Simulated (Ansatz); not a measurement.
Terminations of the (0001) surface of hcp Ru, measured from the surface 'clean 1x1'. Atoms come from or go to: Co: hcp Co, ferromagnetic, Cu: fcc Cu, Nb: bcc Nb, Os: hcp Os, Pb: fcc Pb, Pt: fcc Pt, Rh: fcc Rh, Ru: hcp Ru, Ta: bcc Ta, Te: trigonal Te. ΔE is the energy of forming the row's surface from that one (negative: more stable at these reservoirs); the vacuum level's shift is aligned on the shared bottom. No zero-point or thermal terms. These are constructed structures in small cells; real faces may alloy, dewet or reconstruct in larger ones, and not all known structures of the face are among them. Slabs of about 11 Å, Fermi-Dirac smearing of 0.1 eV. Bottom of the slabs: a bare face, its two planes held. Relaxed from the named starts with such symmetry as they have, on meshes of like density; energies extrapolated to zero smearing; spin only where a row says so; no spin-orbit coupling, no U. Brackets mark spin-polarised runs, whose order is one that fits the cell. A dash marks a value that is undefined for that row (no clear gap, or no work function of a gapped slab) or was not read reliably on its mesh.

All values below come from PBE (plane waves to 420 eV, PAW; Ansatz, a first-principles code).

| surface | atoms added per 1x1 | ΔE per 1x1 (eV) | shift of the vacuum level (eV) | work function (eV) |
|---|---|---|---|---|
| a pseudomorphic layer of Pt in the host's stacking | +1 Pt | -0.64 | 0.43 | 5.42 |
| p(2x2), one Ru site of the top plane empty | -0.25 Ru | ? | -0.48 | 4.49 |
| a pseudomorphic layer of Nb in the other hollow | +1 Nb | 0.20 | 0.06 | 5.03 |
| a pseudomorphic layer of Ta in the other hollow | +1 Ta | 0.31 | 0.29 | 5.28 |
| a layer of Cu in place of the third plane | +1 Cu, -1 Ru | ? | -0.17 | 4.84 |
| a layer of Os in place of the third plane | +1 Os, -1 Ru | ? | 0.03 | 5.01 |
| a pseudomorphic layer of Co in the host's stacking [spin, 1.6 μB a cell] | +1 Co | ? | -0.39 | 4.59 |
| p(2x2) layer of Te, one a cell, on the site that continues the host's stacking | +0.25 Te | ? | -0.47 | 4.52 |
| (√3x√3)R30° layer of Pb, one a cell, on the site that continues the host's stacking | +0.333 Pb | -0.34 | -0.94 | 4.04 |
| a pseudomorphic layer of Rh in the other hollow | +1 Rh | -0.24 | -0.03 | 4.95 |
| top plane shifted to the other hollow | none | 0.16 | -0.06 | 4.92 |
| a layer of Ta in place of the third plane | -1 Ru, +1 Ta | 0.24 | -0.22 | 4.83 |

### Question
Complete the blanks.

### Answer

- p(2x2), one Ru site of the top plane empty, ΔE per 1x1 (eV): 0.43
- a layer of Cu in place of the third plane, ΔE per 1x1 (eV): 0.44
- a layer of Os in place of the third plane, ΔE per 1x1 (eV): 0.01
- a pseudomorphic layer of Co in the host's stacking [spin, 1.6 μB a cell], ΔE per 1x1 (eV): 0.10
- p(2x2) layer of Te, one a cell, on the site that continues the host's stacking, ΔE per 1x1 (eV): -0.58
